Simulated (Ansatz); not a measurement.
What pressure 7 GPa does to CuI

Take CuI in the zinc blende structure (space group F-43m, No. 216; a = 6.0228 Å) as the base.

Now apply this change: a hydrostatic pressure of 7 GPa.

All numbers come from plane-wave PAW DFT at the r2SCAN level (Ansatz, an electronic-structure program, 500 eV), no SOC. Settings: 10×10×10 k-points, 0.05 eV Fermi–Dirac smearing.

- Density: 6.51 g/cm³ (base 5.79 g/cm³)
- Lattice parameter a: 5.791 Å (base 6.023 Å)
- Shortest interatomic distance: 2.507 Å (base 2.608 Å)
- Enthalpy H = E + PV relative to the base's energy: +1.12 eV/atom
- Band gap: 2.05 eV (base 1.67 eV)
- Gap character: direct at Γ (base direct at Γ)
- Width of the top valence band: 2.05 eV (base 1.56 eV)
- Electron mass: 0.18 mₑ (at Γ) (base 0.18 mₑ (at Γ))
- Hole mass (degenerate bands, along [100]): 0.27, 0.55, 0.55 mₑ (at Γ) (base 0.29, 0.71, 0.71 mₑ (at Γ))
- Valley order (the lowest conduction-band minima on the path, energy above the VBM, named in the base's zone): Γ 2.05 eV; X along ⟨100⟩ 2.66 eV; L along ⟨111⟩ 2.66 eV (base Γ 1.67 eV; L along ⟨111⟩ 2.57 eV; X along ⟨100⟩ 2.90 eV)

With I present, leaving out spin-orbit coupling can change the band edges. Load acts through the strain it causes; cell and atoms are relaxed under it. Masses are band curvatures over ±0.01 Å⁻¹ around the edge. No phonon test of stability was made. Tetrahedral semiconductors of this kind turn to denser phases somewhere between about 1 and 50 GPa; those were not computed, so compressed cells here can lie past the real transition. All final runs are without spin polarisation.
